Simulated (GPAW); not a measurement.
## Quick settings and what they miss: Mg (P6_3/mmc, 4 atoms in the cell)

Self-consistent single point.

```
CELL_PARAMETERS angstrom
      3.17778     0.00000     0.00000
     -1.58889     2.75204     0.00000
      0.00000     0.00000    10.32196
ATOMIC_POSITIONS crystal
  Mg 0.00000 0.00000 0.00000
  Mg 0.00000 0.00000 0.50000
  Mg 0.33333 0.66667 0.25000
  Mg 0.66667 0.33333 0.75000
```

Computed with PBEsol, GPAW PAW datasets PBEsol (made by gpaw-setup) (plane waves; GPAW 25.7.0).

Base settings: mode = pw; ecut = 800 eV; xc = PBEsol; kpts = 11 11 3; mesh shift (steps) = 0 0 0; occupations.name = fermi-dirac; occupations.width = 0.1 eV; nbands = -12; convergence.forces = 0.001 eV/Å; symmetry.symmorphic = false; symmetry.tolerance = 0.0005; maxiter = 150.

Tight run (finer mesh or higher cutoff; not a proven limit): ecut: 800 eV → 1120 eV; kpts: 11 11 3 → 15 15 5; convergence.forces: 0.001 eV/Å → default; convergence.energy: default → 3e-11 eV/electron; convergence.density: default → 3e-07 e/electron; convergence.eigenstates: default → 3e-15. It gave Fermi level (on the code's own zero) 3.60 eV; pressure 0.02 GPa.

Quick runs, as changes from the base:
- A: the base itself
- B: ecut: 800 eV → 560 eV; kpts: 11 11 3 → 4 4 4
- C: ecut: 800 eV → 640 eV; kpts: 11 11 3 → 6 6 6
- D: ecut: 800 eV → 480 eV; kpts: 11 11 3 → 6 6 6; kpts_shift: 0 0 0 → 0.5 0.5 0.5
- E: ecut: 800 eV → 400 eV; xc: PBEsol → LDA; kpts: 11 11 3 → 4 4 4; occupations.name: fermi-dirac → methfessel-paxton; occupations.width: 0.1 eV → 0.2 eV; occupations.order: default → 1; potentials: GPAW PAW datasets LDA (gpaw-data 1.0.1) [LDA (Perdew-Wang 92)]
- F: ecut: 800 eV → 480 eV; xc: PBEsol → LDA; kpts: 11 11 3 → 1 1 1; kpts_shift: 0 0 0 → 0.5 0.5 0.5; convergence.forces: 0.001 eV/Å → default; convergence.energy: default → 3e-06 eV/electron; convergence.density: default → 9e-05 e/electron; convergence.eigenstates: default → 3e-10; potentials: GPAW PAW datasets LDA (gpaw-data 1.0.1) [LDA (Perdew-Wang 92)]

Energies are extrapolated to zero smearing width, which holds to low order in the width alone.

Dashes: time of B, E, F, under 30 s; energy of E, F, another energy zero.

† marks runs with another functional, U, potentials or spin treatment: their distance from the tight run is not a convergence error alone.

The count of work is k-points × plane waves × bands × iterations; it is no time. Core times come from one kind of shared machine and are given to one figure; runs under 30 s give none.

The starting cell comes from a database of computed structures (which also holds hypothetical and non-ambient phases and stackings), without a prior relaxation at this level. Its lattice was rescaled by a random factor within 2.5 % of one.

```tsv
run	energy less tight (meV/atom)	count of work / tight	core time / tight (rough)
A	-7.7	0.12	0.3
B	-78.4	0.025	–
C	29.3	0.073	0.08
D	4.9	0.060	0.1
E†	–	0.015	–
F†	–	0.0018	–
```

Among the runs at the tight run's level, the energy misses run from 4.9 to 78.4 meV/atom.
